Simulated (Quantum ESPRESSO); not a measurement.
Worked example: self-consistent single point of BaZn (Pm-3m, 2 atoms in the cell) in Quantum ESPRESSO.

Method: LDA (PZ), GBRV 1.5 ultrasoft (LDA) pseudopotentials (plane waves; Quantum ESPRESSO).

```
CELL_PARAMETERS angstrom
      4.12419     0.00000     0.00000
      0.00000     4.12419     0.00000
      0.00000     0.00000     4.12419
ATOMIC_POSITIONS crystal
  Ba 0.00000 0.00000 0.00000
  Zn 0.50000 0.50000 0.50000
```

Reference input (self-consistent single point, DFT, LDA (PZ), plane waves, GBRV 1.5 ultrasoft (LDA) pseudopotentials): ecutwfc = 50 Ry; ecutrho = 250 Ry; occupations = smearing; smearing = fermi-dirac; degauss = 0.0073499 Ry; potentials = {Ba: ba_lda_v1.uspp.F.UPF, Zn: zn_lda_v1.uspp.F.UPF}; K_POINTS = automatic 7 7 7 0 0 0; conv_thr = 1e-11 Ry; mixing_beta = 0.4. This run's input differs from it in these lines:

```diff
@@ -16,3 +16,3 @@
     smearing = 'fermi-dirac',
-    degauss = 0.0073499,
+    degauss = 0.002205,
 /
@@ -29,3 +29,3 @@
 K_POINTS {automatic}
-7 7 7  0 0 0
+8 8 8  0 0 0
 CELL_PARAMETERS {angstrom}
```

Log, with long lists cut:

```
     Self-consistent Calculation

     iteration #  1     ecut=    50.00 Ry     beta= 0.40

     Threshold (ethr) on eigenvalues was too large:
     Diagonalizing with lowered threshold

     negative rho (up, down):  9.418E-02 0.000E+00

     total energy              =    -531.58695817 Ry
     estimated scf accuracy    <       0.04644957 Ry

     iteration #  2     ecut=    50.00 Ry     beta= 0.40

     negative rho (up, down):  9.272E-02 0.000E+00

     total energy              =    -531.60080873 Ry
     estimated scf accuracy    <       0.00947768 Ry

     iteration #  3     ecut=    50.00 Ry     beta= 0.40

     negative rho (up, down):  9.021E-02 0.000E+00

     total energy              =    -531.60166936 Ry
     estimated scf accuracy    <       0.00085450 Ry

   [... 8 blocks of this kind left out ...]

     iteration # 12     ecut=    50.00 Ry     beta= 0.40

     negative rho (up, down):  8.947E-02 0.000E+00

     total energy              =    -531.60183215 Ry
     estimated scf accuracy    <          2.5E-11 Ry

     iteration # 13     ecut=    50.00 Ry     beta= 0.40

     negative rho (up, down):  8.947E-02 0.000E+00
     End of self-consistent calculation

     the Fermi energy is     7.7635 ev

!    total energy              =    -531.60183215 Ry
     estimated scf accuracy    <          8.9E-13 Ry
     smearing contrib. (-TS)   =      -0.00042578 Ry
     internal energy E=F+TS    =    -531.60140637 Ry

     convergence has been achieved in  13 iterations

     negative rho (up, down):  8.947E-02 0.000E+00

     Forces acting on atoms (cartesian axes, Ry/au):

     atom    1 type  1   force =     0.00000000    0.00000000    0.00000000
     atom    2 type  2   force =     0.00000000    0.00000000    0.00000000

     Total force =     0.000000     Total SCF correction =     0.000000

     negative rho (up, down):  8.947E-02 0.000E+00
          total   stress  (Ry/bohr**3)                   (kbar)     P=      -31.97
  -0.00021734   0.00000000   0.00000000          -31.97        0.00        0.00
   0.00000000  -0.00021734   0.00000000            0.00      -31.97        0.00
   0.00000000   0.00000000  -0.00021734            0.00        0.00      -31.97

   JOB DONE.
```

The run converged in 13 iterations. Against the reference run the free energy goes up by 16.5 meV/atom and the pressure hardly changes (-3.16 to -3.20 GPa).

The starting cell comes from a database of computed structures (which also holds hypothetical and non-ambient phases and stackings), without a prior relaxation at this level. Its lattice was rescaled by a random factor within 2.5 % of one. With a pressure of about -3 GPa the cell is away from its equilibrium volume at this level.

Cost on one core of a shared machine: roughly 40 s.
